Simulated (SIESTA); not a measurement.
Worked example: self-consistent single point of SrMg5 (P-6m2, 6 atoms in the cell) in SIESTA.

Method of the run: SIESTA 5.4.2 with GGA PBEsol, numerical atomic orbitals DZP, PseudoDojo PBEsol standard norm-conserving potentials (rewritten from UPF to PSML).

The change in words: lattice scaled by 0.98. Reference geometry:
```yaml
crystal:
  lattice:
    - [3.52198, 0.00000, 0.00000]
    - [-1.76099, 3.05012, 0.00000]
    - [0.00000, 0.00000, 15.37719]
  atoms:
    - { symbol: Sr, position: [0.66667, 0.33333, 0.00000] }
    - { symbol: Mg, position: [0.00000, 0.00000, 0.80719] }
    - { symbol: Mg, position: [0.00000, 0.00000, 0.19281] }
    - { symbol: Mg, position: [0.66667, 0.33333, 0.65411] }
    - { symbol: Mg, position: [0.66667, 0.33333, 0.34589] }
    - { symbol: Mg, position: [0.00000, 0.00000, 0.50000] }
```

Reference input (self-consistent single point, DFT, GGA PBEsol, numerical atomic orbitals DZP, PseudoDojo PBEsol standard norm-conserving potentials (rewritten from UPF to PSML)): XC.functional = GGA; XC.authors = PBEsol; potentials = PseudoDojo PBEsol standard; PAO.BasisSize = DZP; PAO.EnergyShift = 0.01 Ry; MeshCutoff = 350 Ry; kgrid.MonkhorstPack = 7 7 2; OccupationFunction = MP; OccupationMPOrder = 0; ElectronicTemperature = 136 meV; MaxSCFIterations = 150; SCF.Mixer.Method = Pulay. This run's input differs from it in these lines:

```diff
@@ -12,5 +12,5 @@
 %block LatticeVectors
-     3.521980000    0.000000000    0.000000000
-    -1.760990000    3.050124000    0.000000000
-     0.000000000    0.000000000   15.377190000
+     3.451540000    0.000000000    0.000000000
+    -1.725770000    2.989122000    0.000000000
+     0.000000000    0.000000000   15.069646000
 %endblock LatticeVectors
@@ -18,8 +18,8 @@
 %block AtomicCoordinatesAndAtomicSpecies
-     1.760991761    1.016706983    0.000000000  1
-     0.000000000    0.000000000   12.412313996  2
-     0.000000000    0.000000000    2.964876004  2
-     1.760991761    1.016706983   10.058373751  2
-     1.760991761    1.016706983    5.318816249  2
-     0.000000000    0.000000000    7.688595000  2
+     1.725771726    0.996373004    0.000000000  1
+     0.000000000    0.000000000   12.164067555  2
+     0.000000000    0.000000000    2.905578445  2
+     1.725771726    0.996373004    9.857206145  2
+     1.725771726    0.996373004    5.212439855  2
+     0.000000000    0.000000000    7.534823000  2
 %endblock AtomicCoordinatesAndAtomicSpecies
```

Output (repeated stretches shortened):

```
        iscf     Eharris(eV)        E_KS(eV)     FreeEng(eV)     dDmax    Ef(eV) dHmax(eV)
   scf:    1    -8974.232737    -8991.302456    -8991.325509  1.268066 -2.868561  3.560840
   scf:    2    -8990.784768    -8991.254265    -8991.279767  0.091853 -2.912394  4.857765
   scf:    3    -8991.466420    -8991.513831    -8991.535784  0.082526 -2.906350  2.241610
   scf:    4    -8991.646217    -8991.599896    -8991.625660  0.088088 -2.964275  1.108438
   scf:    5    -8991.611389    -8991.607977    -8991.634608  0.030614 -2.979700  0.246706
   [... 4 lines left out ...]
   scf:   10    -8991.610960    -8991.610957    -8991.636919  0.000089 -2.981822  0.000348
   scf:   11    -8991.610956    -8991.610956    -8991.636919  0.000014 -2.981833  0.000498
   scf:   12    -8991.610956    -8991.610956    -8991.636919  0.000014 -2.981841  0.000066
   scf:   13    -8991.610956    -8991.610956    -8991.636919  0.000002 -2.981845  0.000031
SCF Convergence by DM+H criterion
max |DM_out - DM_in|         :     0.0000015328
max |H_out - H_in|      (eV) :     0.0000307474
SCF cycle converged after 13 iterations

Using DM_out to compute the final energy and forces

siesta: E_KS(eV) =            -8991.6110

siesta: E_KS - E_eggbox =     -8991.6110

siesta: Atomic forces (eV/Ang):
     1   -0.000000    0.000001   -0.000000
     2    0.000012   -0.000008    0.282852
     3    0.000012   -0.000008   -0.282851
     4   -0.000028    0.000016   -0.114419
     5   -0.000028    0.000016    0.114419
     6    0.000024   -0.000014   -0.000000
   Tot   -0.000007    0.000004   -0.000000
   Max    0.282852
   Res    0.101706    sqrt( Sum f_i^2 / 3N )
   Max    0.282852    constrained

   [... lines left out ...]
siesta: FreeEng =     -8991.636919
siesta: Cell volume =        155.474655 Ang**3
siesta:          48.07065217         40.90081184  kBar
   [... lines left out ...]
   3 10.063   1.997   1.462  -0.349   2.010   2.017   2.010   0.258   0.399
   [... 7 lines left out ...]

mulliken: Qtot =       60.000

Mulliken Atomic Populations:
Atom #   charge [q] valence [e]  Species
     1     0.180765    9.819235  Sr
     2    -0.063380   10.063380  Mg
     3    -0.063380   10.063380  Mg
     4    -0.010680   10.010680  Mg
     5    -0.010679   10.010679  Mg
     6    -0.032645   10.032645  Mg
 Total    -0.000000
```

The run converged in 13 iterations. Against the reference run the free energy rises by 35.5 meV/atom, the pressure goes from 2.36 to 4.81 GPa and the largest force goes from 0.256 to 0.283 eV/Å.

The starting cell comes from a database of computed structures (which also holds hypothetical and non-ambient phases and stackings), without a prior relaxation at this level. For this run, on top of that: lattice scaled by 0.98. Values carry the incompleteness of an atom-centred basis. With a pressure of about 5 GPa the cell is away from its equilibrium volume at this level.
